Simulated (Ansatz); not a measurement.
# Effect of uniaxial strain ε_zz = −3.00 % on ZrB2

Base system: ZrB2 (space group P6/mmm, No. 191; a = 3.155 Å, c = 3.506 Å; relaxed with 0.1 eV smearing). Axes: x lies along a and z along c of the hexagonal cell.

Perturbation: uniaxial strain ε_zz = −3.00 %, all other strain components held at zero; the atoms relax in the strained cell.

The values are results of PBEsol (Ansatz, a quantum-chemistry and plane-wave program; PAW; 420 eV plane waves; no SOC), not measurements. Settings: 21×21×17 k-points, 0.1 eV Fermi–Dirac smearing.

The volume per atom drops by 0.302 Å³ (10.08 Å³ → 9.77 Å³) and the space group is still P6/mmm (No. 191). The shortest interatomic distance stays 1.822 Å and the energy rises by 14 meV/atom. The pressure (mean of the normal stresses, compression positive) goes from zero to 7.8 GPa and the band gap stays zero. The stress (xx, yy, zz, yz, xz, xy; compression positive) is (4.3, 4.3, 14.7, 0.0, 0.0, 0.0) GPa.

Cost of the whole job for the changed cell (relaxation, final SCF and bands): about 16 core-seconds (a rough figure).

Stability against distortions was not tested. All final runs are without spin polarisation.
